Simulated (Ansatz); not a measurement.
Here is the system:

```yaml
crystal:
  lattice:
    - [-2.85579, 2.81359, 5.59185]
    - [2.85579, -2.81359, 5.59185]
    - [2.85579, 2.81359, -5.59185]
  atoms:
    - { symbol: Cu, position: [0.50000, 0.50000, 0.00000] }
    - { symbol: Sb, position: [0.00000, 0.00000, 0.00000] }
    - { symbol: Se, position: [0.59461, 0.59550, 0.46073] }
    - { symbol: Se, position: [0.40539, 0.86613, 0.00090] }
    - { symbol: Se, position: [0.13477, 0.13387, 0.53927] }
    - { symbol: Se, position: [0.86523, 0.40450, 0.99910] }
    - { symbol: Cu, position: [0.75022, 0.25022, 0.50000] }
    - { symbol: Cu, position: [0.24978, 0.74978, 0.50000] }
```

No spin polarisation.

Computed with PBEsol (Ansatz, a quantum-chemistry and plane-wave program; PAW; 420 eV plane waves; scalar-relativistic without spin-orbit coupling). k-mesh 12×12×12 (Γ-centred); smearing 0.05 eV (Fermi–Dirac).

### Question
Predict the pressure and band gap.

### Answer
- Pressure (mean of the normal stresses, compression positive): -1.0 GPa
- Band gap: zero

The cells carry an imposed strain or load. Whether these cells are dynamically stable was not tested. The final runs are not spin-polarised. The cell was made from Cu$_{3}$SbSe$_{4}$ (space group I-42m, No. 121) by this change: uniaxial strain ε_xx = +1.50 %.
